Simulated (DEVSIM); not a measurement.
Structure: abrupt InP n-p junction, at 300 K.

Layer 1 from the left is InP, thickness (μm) 3.20, Nd (cm⁻³) 6.8e16, τn (s) 5.9e-10, τp (s) 5.9e-10. Layer 2 from the left is InP, thickness (μm) 38.0, Na (cm⁻³) 3.6e14, τn (s) 5.9e-10, τp (s) 5.9e-10.

Left contact: ohmic. Right contact: ohmic. Voltage is applied to the left contact. Recombination: SRH at mid-gap. Mobility is constant in doping.

The device is made up for the run: typed textbook-type constants, with dimensions and the other settings drawn at random. Values at 300 K.

InP: gap (eV) 1.344, affinity (eV) 4.38, permittivity 12.5, Nc (cm⁻³) 5.7e17, Nv (cm⁻³) 1.1e19, μn (cm²/Vs) 5200, μp (cm²/Vs) 170.

Question: Estimate by hand the built-in potential, the peak field at zero bias, the capacitance at 0.6 V, and compare with a numerical solution.

Answer: 
- Built-in potential: ni = √(Nc Nv) exp(−Eg/2kT) = 1.29e7 cm⁻³ with Eg = 1.344 eV; Vbi = kT/q ln(Na Nd/ni²) = 1.022 V; numerical 1.022 V.
- Peak field at zero bias: depletion approximation: W = √(2εVbi/(qN)) = 1.99 μm with N = 3.58e14 cm⁻³; field = 2Vbi/W = 10300 V/cm; numerical 16000 V/cm (estimate below by 35 %).
- Capacitance at 0.6 V: C = √(qεN / 2(Vbi + |V|)) = 4.42 nF/cm²; numerical 4.54 nF/cm² (estimate below by 2.5 %).

Simulated with DEVSIM: 1D drift-diffusion, Boltzmann statistics, complete ionisation; no tunnelling, impact ionisation, image-force lowering or self-heating.
